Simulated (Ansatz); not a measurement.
The parent structure is Al3Pd2 (space group P-3m1, No. 164; a = 4.210 Å, c = 5.140 Å; a cell from a computed database, its experimental status unchecked).

Level of theory: PBEsol (Ansatz, a program for electronic structure), no spin-orbit coupling.

One change was made to it. Results:

```json
[
 {"quantity": "volume per atom", "base": "15.78 Å³", "after": "15.04 Å³"},
 {"quantity": "c/a ratio", "base": "1.221", "after": "1.225"}
]
```

**Question.** What was done to the base?
(A) pressure 0.7 GPa
(B) pressure 7.5 GPa
(C) pressure 3 GPa

**Answer.** B, pressure 7.5 GPa. For comparison, the volume per atom in the other runs: pressure 3 GPa gives 15.46 Å³; pressure 0.7 GPa gives 15.70 Å³.

Load acts through the strain it causes; cell and atoms are relaxed under it. Stability against distortions was not tested. Competing high-pressure phases were not computed. The final runs are not spin-polarised.
